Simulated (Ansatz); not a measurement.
System: ZrAl3 (I4/mmm, No. 139). Method: HSE06 in Ansatz (plane waves, PAW).

Settings: plane-wave cutoff 460 eV, 10×10×10 k mesh, Fermi–Dirac smearing 0.05 eV, scalar-relativistic PAW data made under PBE.

Computed at the level's own relaxed cell.

What does this level give for the lattice constant a and lattice parameter c?


* **lattice constant a**: 3.998 Å
* **lattice parameter c**: 17.254 Å

The run finds no gap.

Static lattice: no zero-point or thermal effects.

Ansatz is a program for electronic structure.
